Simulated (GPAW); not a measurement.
# A series of runs on Mg14ZrBi (P-6m2, 16 atoms in the cell)

```
Mg14ZrBi
1.0
    6.39628     0.00000     0.00000
   -3.19814     5.53934     0.00000
    0.00000     0.00000    10.52298
Mg Zr Bi
14 1 1
Direct
  0.00499   0.50250   0.00000
  0.49750   0.99501   0.00000
  0.49750   0.50250   0.00000
  0.99704   0.49852   0.50000
  0.50148   0.00296   0.50000
  0.50148   0.49852   0.50000
  0.16382   0.83618   0.24275
  0.67236   0.83618   0.75725
  0.16382   0.32764   0.24275
  0.16382   0.83618   0.75725
  0.67236   0.83618   0.24275
  0.16382   0.32764   0.75725
  0.66667   0.33333   0.24311
  0.66667   0.33333   0.75689
  0.00000   0.00000   0.00000
  0.00000   0.00000   0.50000
```

Base run A: PBEsol, GPAW PAW datasets PBEsol (made by gpaw-setup) in GPAW, self-consistent single point.

Its settings: mode = pw; ecut = 850 eV; xc = PBEsol; kpts = 3 3 2; mesh shift (steps) = 0 0 0; occupations.name = fermi-dirac; occupations.width = 0.05 eV; nbands = -22; convergence.density = 1e-05 e/electron; convergence.energy = 1e-05 eV/electron; symmetry.symmorphic = false; symmetry.tolerance = 0.0005; maxiter = 100.

The starting cell comes from a database of computed structures (which also holds hypothetical and non-ambient phases and stackings), without a prior relaxation at this level.

A dash stands where there is no value to compare (another energy zero or no entropy term, no result, no spin, no clean gap, or a mesh too coarse for one). 

Runs:
- B: dispersion: default → d3 [PBEsol-D3(0)]
- C: dispersion: default → d3bj [PBEsol-D3(BJ)]
- D: dispersion: default → d3bj_atm [PBEsol-D3(BJ)+ATM]
- E: dispersion: default → d4 [PBEsol-D4]

| run | pressure (GPa) | largest force (eV/Å) | dispersion energy (eV/atom) |
|---|---|---|---|
| A | -1.12 | 0.136 | – |
| B | -2.19 | 0.126 | -0.187 |
| C | -3.24 | 0.134 | -0.295 |
| D | -3.00 | 0.133 | -0.277 |
| E | -1.63 | 0.136 | -0.074 |

Run E against A: The pressure goes from -1.12 to -1.63 GPa and the largest force stays at 0.136 eV/Å.

Run C against A: The pressure goes from -1.12 to -3.24 GPa and the largest force hardly changes (0.136 to 0.134 eV/Å).
